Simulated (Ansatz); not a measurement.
## Point defect Al_Si in beta Si3N4

Computed with PBE, PAW (plane waves to 420 eV; Ansatz, an electronic-structure program). A 1×1×3 supercell of 84 sites was used; the energies come from a 2×2×2 shifted sampling of its zone. Site at the start: the Si(2,4-fold) site. Charged cells carry a point-charge image correction with potential alignment at far atoms. Dielectric constants: PBE linear response of the host. Host gap at this level: 4.25 eV. Finite-size and sampling errors can reach tenths of an eV here. Levels are measured in PBE's own, too narrow, gap. Spin–orbit coupling is left out. Each state is the lowest found from its start.

Formation energies E_f are given with the Fermi level at the valence-band maximum. Chemical conditions: N-rich (Δμ(Si) = -2.47 eV, Δμ(Al) = -2.74 eV, bounded by wurtzite AlN; only phases computed here count, gases as isolated molecules at 0 K); Si-rich (Δμ(Si) = 0.00 eV, Δμ(Al) = -0.88 eV, bounded by wurtzite AlN; only phases computed here count, gases as isolated molecules at 0 K). Reference phases: Al: fcc Al, Si: silicon.

```json
[
 {"charge": "+1†", "moment (μB)": "not spin-polarised", "largest move off a lattice site (Å)": "0.10", "image correction with alignment (eV)": "0.04", "E_f, N-rich (eV)": "–", "E_f, Si-rich (eV)": "–"},
 {"charge": "0†", "moment (μB)": "1.0", "largest move off a lattice site (Å)": "0.10", "image correction with alignment (eV)": "0.00", "E_f, N-rich (eV)": "1.63", "E_f, Si-rich (eV)": "2.24"},
 {"charge": "−1", "moment (μB)": "not spin-polarised", "largest move off a lattice site (Å)": "0.10", "image correction with alignment (eV)": "0.24", "E_f, N-rich (eV)": "1.70", "E_f, Si-rich (eV)": "2.32"}
]
```

† Not settled in this cell, so no level is given: charge +1: a level filled in part, level within 0.1 eV of a band edge or past it; charge 0: level within 0.1 eV of a band edge or past it.

Flagged in the runs: a doubtful potential alignment, a host whose relaxation on this sampling wasn't shown to rest.

All states together cost around 40 core-minutes (rough).
